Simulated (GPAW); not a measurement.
Pressure against volume in rock-salt CaSe (space group 225) (GPAW, PBE)

```
CELL_PARAMETERS angstrom
      0.00000     2.90737     2.90737
      2.90737     0.00000     2.90737
      2.90737     2.90737     0.00000
ATOMIC_POSITIONS crystal
  Ca 0.00000 0.00000 0.00000
  Se 0.50000 0.50000 0.50000
```

Method: PBE, GPAW PAW datasets PBE (gpaw-data 1.0.1) (plane waves; GPAW 25.7.0). Settings: mode = pw; ecut = 585 eV; xc = PBE; kpts = 10 10 10; mesh shift (steps) = 0 0 0; occupations.name = fermi-dirac; occupations.width = 0.01 eV; nbands = -6; convergence.forces = 0.001 eV/Å; convergence.bands = -4; symmetry.symmorphic = false; symmetry.tolerance = 0.0005; maxiter = 150. The cell above is the first row's. The rows scale it uniformly. In all rows fractional positions and the k mesh are held.

```
V (Å^3/atom)  P (GPa)
------------  -------
24.575           4.32
25.110           2.98
25.644           1.77
26.178           0.68
26.712          -0.30
27.247          -1.18
27.781          -1.98
28.315          -2.71
28.849              ?
```

Q: Using a cubic, estimate the missing P at V = 28.849 from the other rows, showing the fit.

A: With u = V - 26.4, the rows have u = -1.8250, -1.2900, -0.7560, -0.2220, 0.3120, 0.8470, 1.3810, 1.9150. Least squares gives P = 0.262 - 1.8490·u + 0.1811·u² - 0.01344·u³. Residuals (row less fit): -0.001, 0.003, 0.001, -0.002, -0.002, 0.002, 0.001, -0.001; standard error 0.003 (degrees of freedom: 4). The fitted pressure is zero at V0 = 26.54, where dP/dV = -1.798, so B0 = -V0·dP/dV = 47.7 GPa. At the withheld row, u = 2.4490, so P = 0.262 - 1.8490 × 2.4490 + 0.1811 × 2.4490² - 0.01344 × 2.4490³ = -3.377 GPa. The calculation gives -3.36 GPa, 0.017 GPa above the prediction (0.2 % of the range of P in the table). The row lies outside the fitted rows, so this is an extrapolation. From the scatter of the fitted rows alone, a prediction at this place has a standard error of 0.007 GPa, so the miss is 2.5 times that.

Carrying the step between the two nearest rows on in a straight line would have given -3.44, off by 0.08; series whose last step already gives the withheld value aren't shown. The scan was laid around a cell of about the measured size, scaled by a guess for this functional. The runs keep the symmetry of the cell, so they don't test it for distortions. Cutoffs and mesh are single choices, not tested for convergence of this quantity. Series with a scatter that would blur these digits, or in which a gap closes, are not shown.
